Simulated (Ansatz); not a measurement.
The parent structure is Mg$_{3}$Sb$_{2}$ (space group P-3m1, No. 164; a = 4.567 Å, c = 7.247 Å).

Level of theory: r2SCAN (Ansatz, a program for electronic structure), scalar-relativistic without spin-orbit coupling.

One change was made to it. Results:

The shortest interatomic distance shrinks by 0.0107 Å to 2.809 Å; the hole mass goes from 0.085 mₑ along c, 1.1 mₑ across (at Γ) to 0.086 mₑ along c, 1.1 mₑ across (at Γ); the width of the top valence band goes up by 0.055 eV to 2.65 eV.

Problem. Which change produced these results?
A) pressure 3 GPa
B) pressure 0.7 GPa
C) pressure 1.5 GPa

Solution. B, pressure 0.7 GPa. For comparison, the hole mass in the other runs: pressure 3 GPa gives 0.089 mₑ along c, 0.96 mₑ across (at Γ); pressure 1.5 GPa gives 0.087 mₑ along c, 1.0 mₑ across (at Γ).

With Sb present, leaving out spin-orbit coupling can change the band edges. The levels and masses belong to the bands next to the band gap. Load acts through the strain it causes; cell and atoms are relaxed under it. Masses are band curvatures over ±0.01 Å⁻¹ around the edge. No phonon test of stability was made.
